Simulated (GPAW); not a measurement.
# Short convergence ladders for Sb (R-3m, 2 atoms in the cell)

```
Sb
1.0
    3.97713    -2.16578     0.00000
    3.97713     2.16578     0.00000
    2.79774     0.00000     3.56101
Sb
2
Direct
  0.23791   0.23791   0.23791
  0.76650   0.76650   0.76650
```

Base method: PBEsol, GPAW PAW datasets PBEsol (made by gpaw-setup) (plane waves; GPAW).

Base settings: mode = pw; ecut = 600 eV; xc = PBEsol; kpts = 4 4 4; mesh shift (steps) = 0 0 0; occupations.name = fermi-dirac; occupations.width = 0.1 eV; nbands = -10; convergence.forces = 0.001 eV/Å; symmetry.symmorphic = false.

The count of work is k-points × plane waves × bands × iterations; it is no time. Core times come from one kind of shared machine, to one figure; runs under 30 s give none.

**The k-point mesh at a smearing width of 0.02 eV**

In this ladder: occupations.width = 0.02 eV.

Only quantities that move along the ladder and can be compared are tabulated.

| kpts | free energy less the last step's (meV/atom) | pressure (GPa) | largest difference of a force vector from the last step's (eV/Å) | count of work / last | core time / last (rough) |
|---|---|---|---|---|---|
| 3 3 3 | -50.77 | -0.95 | 0.254 | 0.023 | – |
| 5 5 5 | -17.11 | -1.81 | 0.147 | 0.067 | – |
| 7 7 7 | -9.22 | -1.68 | 0.026 | 0.24 | 0.2 |
| 10 10 10 | -1.25 | -1.72 | 0.001 | 0.61 | 0.6 |
| 12 12 12 | 0.00 | -1.72 | 0.000 | 1.0 | 1 |

Coarsest kpts that holds the pressure within 0.05 GPa of the last step, with all finer ones: 7 7 7, at 0.24 of the last step's count of work and about 0.2 of the last step's time; the step before is off by 0.10 GPa.

Coarsest kpts that holds the free energy within 5 meV/atom of the last step, with all finer ones: 10 10 10; the step before is off by 9.2 meV/atom.

Coarsest kpts that holds the forces within 0.02 eV/Å of the last step, with all finer ones: 10 10 10; the step before is off by 0.026 eV/Å.

**The width of Gaussian smearing**

In this ladder: kpts = 7 7 7; occupations.name = methfessel-paxton; occupations.order = 0.

Narrow widths need finer meshes than wide ones, so the last steps can hold mesh noise.

Only quantities that move along the ladder and can be compared are tabulated; pressure and forces are left out, as mesh noise rules them at narrow widths.

```tsv
occupations.width	free energy less the last step's (meV/atom)	energy extrapolated to zero width less the last step's (meV/atom)
1 eV	-76.91	28.11
0.5 eV	-10.82	4.72
0.3 eV	-2.35	1.34
0.1 eV	0.00	0.00
```

Widest occupations.width that holds the energy extrapolated to zero width within 2 meV/atom: not settled: the last two steps still differ by 1.3 meV/atom, over half the tolerance, so the ladder does not show it.

Widest occupations.width that holds the free energy within 5 meV/atom of the last step, with all finer ones: 0.3 eV; the step before is off by 11 meV/atom.

On the base run: the starting cell has typed, rounded lattice constants, without a prior relaxation at this level. Its lattice was rescaled by up to half a per cent. One atom was moved a little off its site on purpose. Without a gap this mesh is coarse (it stands for a supercell whose shortest vector is 17 Å).

Left out of this page: 2 runs of the series outside the window shown, repeating another row's setting, or not comparable.
